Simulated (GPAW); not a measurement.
Band structure of NaH (Fm-3m, 2 atoms in the cell).

```
NaH
1.0
    0.00000     2.44000     2.44000
    2.44000     0.00000     2.44000
    2.44000     2.44000     0.00000
Na H
1 1
Direct
  0.00000   0.00000   0.00000
  0.50000   0.50000   0.50000
```

Level of theory: PBE, GPAW PAW datasets PBE (gpaw-data 1.0.1) (plane waves; GPAW 25.7.0).

Settings: mode = pw; ecut = 850 eV; xc = PBE; kpts = 6 6 6; mesh shift (steps) = 0 0 0; occupations.name = fermi-dirac; occupations.width = 0.05 eV; nbands = -8; convergence.forces = 0.001 eV/Å; convergence.bands = -6; symmetry.symmorphic = false; symmetry.tolerance = 0.0005; maxiter = 120; bandpath_npoints = 40.

The starting cell has typed, rounded lattice constants, without a prior relaxation at this level.

**Question.** Predict the gap along the standard path and the places of the band edges.

**Answer.** The gap along the path is 3.72 eV, from W to L; the smallest direct gap on it is 4.56 eV.

Levels in eV from the top of the valence band on the SCF mesh, bands 1 to 8:
```tsv
point	1	2	3	4	5	6	7	8
Γ	-22.11	-22.11	-22.11	-3.49	10.22	15.45	15.45	15.45
X	-22.18	-22.13	-22.13	-0.13	4.63	9.98	10.55	10.55
W	-22.16	-22.16	-22.14	0.04	6.01	6.01	8.25	16.16
K	-22.17	-22.15	-22.13	-0.07	5.31	6.31	11.14	11.63
L	-22.19	-22.12	-22.12	-0.79	3.76	10.64	13.25	13.25
U	-22.17	-22.15	-22.13	-0.07	5.31	6.31	11.14	11.63
```
